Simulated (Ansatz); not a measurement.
## Short convergence ladders for a (111) slab of VW (cut from a parent of space group no. 65; 10 atoms in the cell)

```
VW
1.0
    2.71778     0.00000     0.00000
    1.77432     4.99239     0.00000
    0.00000     0.00000    22.76630
V W
5 5
Cartesian
  1.88692   4.77991   7.00000
  2.83038   3.47869   9.19160
  1.05606   2.17747  11.38320
  1.99952   0.87625  13.57479
  1.99953   4.56743  15.76630
  0.99976   2.28371   7.00000
  1.94322   0.98250   9.19160
  1.94322   4.67366  11.38320
  2.88668   3.37245  13.57479
  1.11237   2.07123  15.76630
```

Base method: PBEsol, default PAW files made with PBE (plane waves; Ansatz, an electronic-structure program).

Base settings: basis.ecutwfc = 420 eV; kpoints.mp_grid.grid = 6 3 1; hamiltonian.xc = pbesol; hamiltonian.pseudopotentials = {kind: paw} (the program's default PAW files); scf.occupations.method = gaussian; scf.occupations.width = 0.1 eV.

The count of work is k-points × plane waves × bands × iterations; it is no time. Core times come from one kind of shared machine, to one figure; runs under 30 s give none.

**The vacuum**

The mesh stays at the base's, so the ladder's end is converged at best in this setting alone.

Only quantities that move along the ladder and can be compared are tabulated.

```csv
vacuum between outermost atoms (Å),free energy less the last step's (meV/atom),largest difference of a force vector from the last step's (eV/Å),count of work / last
3.0,-260.54,2.040,0.27
4.0,-81.88,0.851,0.30
5.0,-19.17,0.163,0.36
6.0,-3.37,0.022,0.38
7.0,-0.58,0.013,0.41
8.0,-0.13,0.005,0.39
10.0,-0.01,0.001,0.49
12.0,-0.01,0.000,0.54
14.0,0.00,0.000,0.59
17.0,0.00,0.000,0.67
20.0,0.00,0.000,0.74
25.0,-0.01,0.000,0.87
30.0,0.00,0.000,1.0
```

Smallest vacuum between outermost atoms (Å) that holds the forces within 0.01 eV/Å of the last step, with all finer ones: 8.0, at 0.39 of the last step's count of work; the step before is off by 0.013 eV/Å.

Smallest vacuum between outermost atoms (Å) that holds the free energy within 2 meV/atom of the last step, with all finer ones: 7.0, at 0.41 of the last step's count of work; the step before is off by 3.4 meV/atom.

**The k-point mesh**

Only quantities that move along the ladder and can be compared are tabulated.

| kpoints.mp_grid.grid | free energy less the last step's (meV/atom) | largest difference of a force vector from the last step's (eV/Å) | count of work / last | core time / last (rough) |
|---|---|---|---|---|
| 3 2 1 | 17.88 | 0.328 | 0.017 | – |
| 4 2 1 | 40.58 | 0.390 | 0.026 | – |
| 4 3 1 | 15.39 | 0.158 | 0.030 | – |
| 5 3 1 | -5.26 | 0.092 | 0.034 | – |
| 6 3 1 | -5.94 | 0.068 | 0.043 | 0.05 |
| 7 4 1 | -3.39 | 0.073 | 0.065 | – |
| 8 4 1 | 4.13 | 0.041 | 0.078 | 0.08 |
| 9 5 1 | 0.98 | 0.034 | 0.089 | 0.07 |
| 11 6 1 | 0.63 | 0.027 | 0.15 | 0.1 |
| 13 7 1 | 0.54 | 0.028 | 0.18 | 0.2 |
| 15 8 1 | -0.58 | 0.014 | 0.24 | 0.2 |
| 17 9 1 | 0.57 | 0.012 | 0.30 | 0.3 |
| 20 11 1 | 0.06 | 0.008 | 0.43 | 0.3 |
| 24 13 1 | -0.23 | 0.003 | 0.61 | 0.6 |
| 28 15 1 | 0.00 | 0.000 | 1.0 | 1 |

Coarsest kpoints.mp_grid.grid that holds the free energy within 2 meV/atom of the last step, with all finer ones: 9 5 1, at 0.089 of the last step's count of work and about 0.07 of the last step's time; the step before is off by 4.1 meV/atom.

Two neighbours can agree and both be off: 5 3 1 and 6 3 1 differ by 0.68 meV/atom in the free energy, yet lie about 5.9 meV/atom from the last step.

**The plane-wave cutoff**

The mesh stays at the base's, so the ladder's end is converged at best in this setting alone.

Only quantities that move along the ladder and can be compared are tabulated.

```csv
basis.ecutwfc,free energy less the last step's (meV/atom),largest difference of a force vector from the last step's (eV/Å),count of work / last,core time / last (rough)
210 eV,3951.37,0.441,0.15,–
250 eV,911.97,0.048,0.18,–
295 eV,145.73,0.030,0.21,–
355 eV,8.50,0.003,0.27,–
420 eV,1.42,0.001,0.36,0.4
505 eV,0.50,0.000,0.46,–
630 eV,0.19,0.000,0.65,0.7
840 eV,0.00,0.000,1.0,1
```

Coarsest basis.ecutwfc that holds the forces within 0.005 eV/Å of the last step, with all finer ones: 355 eV, at 0.27 of the last step's count of work; the step before is off by 0.030 eV/Å.

Coarsest basis.ecutwfc that holds the free energy within 2 meV/atom of the last step, with all finer ones: 420 eV, at 0.36 of the last step's count of work and about 0.4 of the last step's time; the step before is off by 8.5 meV/atom.

On the base run: the starting cell comes from a database of computed structures (which also holds hypothetical and non-ambient phases and stackings), without a prior relaxation at this level. The slab is cut from that crystal, and its faces are unrelaxed. Its lattice was rescaled by up to half a per cent. Spin polarisation is off. Without a gap this mesh is coarse (it stands for a supercell whose shortest in-plane vector is 16 Å).

Left out of this page: 1 run of the series outside the window shown, repeating another row's setting, or not comparable; 1 run of the series stopped by limits of time or memory.

Keys are those of Ansatz 0.2.
